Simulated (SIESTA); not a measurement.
**Input and output of a self-consistent single point for NiSi2 (Fm-3m, 3 atoms in the cell) (SIESTA)**

Level of theory: GGA PBE, numerical atomic orbitals DZP, PseudoDojo PBE standard norm-conserving potentials (rewritten from UPF to PSML) (SIESTA).

This input was run:

```
# files in the folder: Si.psml Ni.psml (PseudoDojo PBE standard)
SystemName  NiSi2
SystemLabel nisi2

NumberOfAtoms                3
NumberOfSpecies              2
%block ChemicalSpeciesLabel
  1 14 Si
  2 28 Ni
%endblock ChemicalSpeciesLabel
LatticeConstant              1.0 Bohr
%block LatticeVectors
     0.000000000    5.171004993    5.171004993
     5.171004993    0.000000000    5.171004993
     5.171004993    5.171004993    0.000000000
%endblock LatticeVectors
AtomicCoordinatesFormat      Fractional
%block AtomicCoordinatesAndAtomicSpecies
     0.250000000    0.250000000    0.250000000  1
     0.750000000    0.750000000    0.750000000  1
     0.000000000    0.000000000    0.000000000  2
%endblock AtomicCoordinatesAndAtomicSpecies

XC.functional                GGA
XC.authors                   PBE
PAO.BasisSize                DZP
PAO.EnergyShift              0.01 Ry
MeshCutoff                   350 Ry
%block kgrid.MonkhorstPack
   14   0   0  0.0
    0  14   0  0.0
    0   0  14  0.0
%endblock kgrid.MonkhorstPack
OccupationFunction           FD
ElectronicTemperature        0.05 eV

MaxSCFIterations             150
SCF.Mixer.Method             Broyden
SCF.Mixer.Weight             0.25
SCF.Mixer.History            6
SCF.DM.Tolerance             1.0E-05
Diag.ParallelOverK           true
WriteForces                  true
```

Output (repeated stretches shortened):

```
reinit: Reading from file input.fdf

reinit: System Name: NiSi2
reinit: System Label: nisi2

coor:   Atomic-coordinates input format  =     Fractional

siesta: Atomic coordinates (Bohr) and species
siesta:      2.58550   2.58550   2.58550  1        1
siesta:      7.75651   7.75651   7.75651  1        2
siesta:      0.00000   0.00000   0.00000  2        3

siesta: System type = bulk

initatomlists: Number of atoms, orbitals, and projectors:      3    45    54

siesta: ******************** Simulation parameters ****************************
redata: Spin configuration                          = none
redata: Time-Reversal Symmetry                      = T
redata: Number of Atomic Species                    =        2
redata: Mesh Cutoff                                 =   350.0000 Ry
redata: Net charge of the system                    =     0.0000 |e|
redata: Min. number of SCF Iter                     =        0
redata: Max. number of SCF Iter                     =      150
redata: SCF convergence failure will abort job
redata: SCF mix quantity                            = Hamiltonian
redata: Mix DM or H after convergence               =   F
redata: Recompute H after scf cycle                 =   F
redata: Mix DM in first SCF step                    =   T
redata: No kicks to SCF
redata: DM Mixing Weight for Kicks                  =     0.5000
redata: Require Harris convergence for SCF          =   F
redata: Harris energy tolerance for SCF             =     0.000100 eV
redata: Require DM convergence for SCF              =   T
redata: DM tolerance for SCF                        =     0.000010
redata: Require EDM convergence for SCF             =   F
redata: EDM tolerance for SCF                       =     0.001000 eV
redata: Require H convergence for SCF               =   T
redata: Hamiltonian tolerance for SCF               =     0.001000 eV
redata: Require (free) Energy convergence for SCF   =   F
redata: (free) Energy tolerance for SCF             =     0.000100 eV
redata: Using DFT-D3 dispersion                     =   F
redata: Using Saved Data (generic)                  =   F
redata: Method of Calculation                       = Diagonalization
redata: Electronic Temperature                      =   580.2259 K
redata: Number of TDED substeps                     =        3
redata: Dynamics option                             = Single-point calculation
redata: Save all siesta data in one NC              =   F
redata: ***********************************************************************

%block SCF.Mixers
  Broyden
%endblock SCF.Mixers

%block SCF.Mixer.Broyden
  # Mixing method
  method broyden

  # Mixing options
  weight 0.2500
  weight.linear 0.2500
  weight.prime 0.2500
  history 6
%endblock SCF.Mixer.Broyden

DM_history_depth set to one: no extrapolation allowed by default for geometry relaxation
Size of DM history Fstack: 1
Total number of electrons:    26.000000
Total ionic charge:    26.000000

* ProcessorY, Blocksize:    1  46

* Orbital distribution balance (max,min):    45    45

k-point displ. along   1 input, could be:     0.00    0.50
k-point displ. along   2 input, could be:     0.00    0.50
k-point displ. along   3 input, could be:     0.00    0.50
 Kpoints in:         1568 . Kpoints trimmed:         1484

siesta: k-grid: Number of k-points = 1484
siesta: k-points from Monkhorst-Pack grid
siesta: k-cutoff (effective) =    27.089 Ang
siesta: k-point supercell and displacements
siesta: k-grid:    14     0     0      0.000
siesta: k-grid:     0    14     0      0.000
siesta: k-grid:     0     0    14      0.000

diag: Algorithm                                     = D&C
diag: Parallel over k                               =   F
diag: Use parallel 2D distribution                  =   F
diag: Parallel block-size                           = 46
diag: Parallel distribution                         =     1 x     1
diag: Used triangular part                          = Lower
diag: Absolute tolerance                            =  0.100E-15
diag: Orthogonalization factor                      =  0.100E-05
diag: Memory factor                                 =  1.0000

superc: Internal auxiliary supercell:     5 x     5 x     5  =     125
superc: Number of atoms, orbitals, and projectors:    375   5625   6750

                        Single-point calculation

superc: Internal auxiliary supercell:     5 x     5 x     5  =     125
superc: Number of atoms, orbitals, and projectors:    375   5625   6750

outcell: Unit cell vectors (Ang):
        0.000000    2.736378    2.736378
        2.736378    0.000000    2.736378
        2.736378    2.736378    0.000000

outcell: Cell vector modules (Ang)   :    3.869823    3.869823    3.869823
outcell: Cell angles (23,13,12) (deg):     60.0000     60.0000     60.0000
outcell: Cell volume (Ang**3)        :     40.9787
new_DM -- step:     1
Initializing Density Matrix...

Attempting to read DM from file... Failed...
DM filled with atomic data:

InitMesh: MESH = 36 x 36 x 36 = 46656
InitMesh: Mesh cutoff (required, used) =   350.000   358.770 Ry

stepf: Fermi-Dirac step function

        iscf     Eharris(eV)        E_KS(eV)     FreeEng(eV)     dDmax    Ef(eV) dHmax(eV)
   scf:    1    -4693.508026    -4765.040762    -4765.044897  1.608524 -2.182274 38.451008
   scf:    2    -4727.939962    -4782.518215    -4782.524196  0.590991 -4.596784 25.741203
   scf:    3    -4801.024667    -4794.583972    -4794.590091  0.229154 -3.968558  6.595804
   scf:    4    -4795.374940    -4795.588662    -4795.595807  0.067025 -3.558015  1.606049
   scf:    5    -4795.641932    -4795.636897    -4795.643233  0.056700 -3.666375  0.204453
   scf:    6    -4795.634452    -4795.637068    -4795.643569  0.003466 -3.645741  0.185905
   [... 3 lines left out ...]
   scf:   10    -4795.637807    -4795.637809    -4795.644235  0.000088 -3.654565  0.001973
   scf:   11    -4795.637810    -4795.637809    -4795.644235  0.000039 -3.654571  0.001215
   scf:   12    -4795.637809    -4795.637809    -4795.644235  0.000020 -3.654582  0.000851
   scf:   13    -4795.637810    -4795.637809    -4795.644235  0.000013 -3.654590  0.000608
   scf:   14    -4795.637810    -4795.637809    -4795.644235  0.000009 -3.654597  0.000436

SCF Convergence by DM+H criterion
max |DM_out - DM_in|         :     0.0000094004
max |H_out - H_in|      (eV) :     0.0004358448
SCF cycle converged after 14 iterations

Using DM_out to compute the final energy and forces

siesta: E_KS(eV) =            -4795.6378

siesta: E_KS - E_eggbox =     -4795.6378

siesta: Atomic forces (eV/Ang):
     1   -0.000345   -0.000345   -0.000345
     2    0.000345    0.000345    0.000345
     3    0.000000   -0.000000   -0.000000
   Tot    0.000000   -0.000000   -0.000000
   Max    0.000345
   Res    0.000281    sqrt( Sum f_i^2 / 3N )
   Max    0.000345    constrained

Stress tensor Voigt[x,y,z,yz,xz,xy] (kbar):       34.83       34.83       34.83       -0.34       -0.34       -0.34
(Free)E + p*V (eV/cell)    -4796.5350
Target enthalpy (eV/cell)    -4795.6442

siesta: Program's energy decomposition (eV):
siesta: Ebs     =      -780.034996
siesta: Eions   =      6175.529617
siesta: Ena     =       466.234389
siesta: Ekin    =      2235.960092
siesta: Enl     =      -690.353541
siesta: Eso     =         0.000000
siesta: Edftu   =         0.000000
siesta: DEna    =        36.440289
siesta: DUscf   =         1.022948
siesta: DUext   =         0.000000
siesta: Ex      =      -628.061537
siesta: Ec      =       -41.350834
siesta: Exc     =      -669.412371
siesta: Eharris =     -4795.637810
siesta: Etot    =     -4795.637809
siesta: FreeEng =     -4795.644235

siesta: Stress tensor (static) (eV/Ang**3):
siesta:     0.021736   -0.000213   -0.000213
siesta:    -0.000213    0.021736   -0.000213
siesta:    -0.000213   -0.000213    0.021736

siesta: Cell volume =         40.978708 Ang**3

siesta: Pressure (static):
siesta:                Solid            Molecule  Units
siesta:          -0.00023674         -0.00023699  Ry/Bohr**3
siesta:          -0.02173629         -0.02175931  eV/Ang**3
siesta:         -34.82537265        -34.86225132  kBar
```

The run converged in 14 iterations.

The starting cell has typed, rounded lattice constants, without a prior relaxation at this level. Its lattice was rescaled by a random factor within 2.5 % of one. Spin polarisation is off. Values carry the incompleteness of an atom-centred basis. With a pressure of about -3 GPa the cell is away from its equilibrium volume at this level.

Cost on one core of a shared machine: roughly 2 min.
